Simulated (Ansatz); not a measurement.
## How a calculation on AlH2Pb3OF9 (P1, 32 atoms in the cell) responds to its settings

```
AlH2Pb3OF9
1.0
    5.66370     0.00000     0.00000
   -0.06992     5.86548     0.00000
   -0.89062    -1.93787    12.52380
Pb Al F O H
6 2 18 2 4
Cartesian
  1.41689  -0.00943   4.56776
  3.32071   3.94510   7.90142
  4.17228   0.05379   1.47554
  0.52684   3.84299  11.01520
  1.44782   2.79477   1.49944
  3.32621   1.18214  11.07450
  4.20298   3.02335   3.87638
  0.55746   0.93432   8.59710
 -0.09296   4.04018   3.42198
  4.75045  -0.03584   9.17027
  3.90761   2.70591   2.06941
  0.73890   1.26427  10.45610
  4.38737   3.34233   5.56297
  0.36123   0.51094   6.95368
  2.63935   2.15854   4.12894
  2.03302   1.71854   8.45360
  3.16593   4.53172   3.52981
  1.51160  -0.61754   8.94094
  5.12723   1.48595   3.93880
 -0.51074   2.39911   8.54763
  1.85664  -0.50054  12.49869
  2.72658   4.41281   0.08090
 -0.86074  -0.48644  12.47218
  5.58682   4.38008   0.09159
  1.54239   0.44657   2.18396
  3.16005   3.56797  10.36446
  3.25484   0.30390   6.39811
  1.45125   3.62695   6.14150
  2.90116   0.91687   6.95590
  1.90682   2.96140   5.53360
  4.16960   0.51651   6.31979
  0.56496   3.42462   6.15871
```

Base run A: LDA (PW92), default PAW files made with PBE (Ansatz, an electronic-structure program), self-consistent single point.

Its settings: basis.ecutwfc = 30.9 Ry; kpoints.mp_grid.grid = 3 3 2; hamiltonian.xc = lda; hamiltonian.pseudopotentials = {kind: paw} (the program's default PAW files); scf.occupations.method = fermi_dirac; scf.occupations.width = 0.0073 Ry.

The starting cell comes from a database of published, mostly measured structures (it also holds non-ambient and calculated ones), without a prior relaxation at this level. Its atoms were displaced at random from the sites of space group no. 2. Spin-orbit coupling is off. In the base run, forces exceed 1 eV/Å. Ansatz's pressure includes its estimate of the finite-basis (Pulay) stress.

ΔF is the free energy per atom less that of run A. 

The first pressure column holds Ansatz's estimate of the finite-basis (Pulay) stress, which hides part of the cutoff error; the other is without it.

In some runs the Pulay estimate is large (up to 130 GPa), a sign of a cutoff far from converged.

Runs:
- B: lattice scaled by 0.97
- C: lattice scaled by 0.97; basis.ecutwfc: 30.9 Ry → 18.4 Ry
- D: lattice scaled by 0.985
- E: lattice scaled by 0.985; basis.ecutwfc: 30.9 Ry → 18.4 Ry
- F: lattice scaled by 1.015
- G: lattice scaled by 1.015; basis.ecutwfc: 30.9 Ry → 18.4 Ry
- H: lattice scaled by 1.03
- I: lattice scaled by 1.03; basis.ecutwfc: 30.9 Ry → 18.4 Ry
- J: basis.ecutwfc: 30.9 Ry → 18.4 Ry

```
run  ΔF (meV/atom)  pressure (GPa)  largest force (eV/Å)  gap on the mesh (eV)  pressure at a fixed set of plane waves (GPa)
---  -------------  --------------  --------------------  --------------------  --------------------------------------------
A             0.00           -2.74                 5.153                 4.857                                         -3.57
B             12.9            7.17                 7.372                 4.905                                          6.28
C           1964.1            8.30                 6.869                 4.972                                       -117.74
D             -2.1            1.69                 6.216                 4.890                                          0.82
E           1938.1            3.05                 5.699                 4.940                                       -116.95
F             17.0           -6.28                 4.242                 4.804                                         -7.09
G           1952.0           -5.02                 3.804                 4.831                                       -114.33
H             46.6           -9.10                 3.809                 4.731                                         -9.87
I           1974.2           -8.08                 3.414                 4.743                                       -112.15
J           1935.9           -1.31                 4.628                 4.902                                       -115.83
```

Run J against A: The free energy goes up by 1.94 eV/atom, the pressure goes from -2.74 to -1.31 GPa, the largest force goes from 5.153 to 4.628 eV/Å and the gap on the mesh goes from 4.857 to 4.902 eV.

Run F against A: The free energy goes up by 17.0 meV/atom, the pressure goes from -2.74 to -6.28 GPa, the largest force goes from 5.153 to 4.242 eV/Å and the gap on the mesh goes from 4.857 to 4.804 eV.

Run E against A: The free energy goes up by 1.94 eV/atom, the pressure goes from -2.74 to 3.05 GPa, the largest force goes from 5.153 to 5.699 eV/Å and the gap on the mesh goes from 4.857 to 4.940 eV.

Keys are those of Ansatz 0.2.
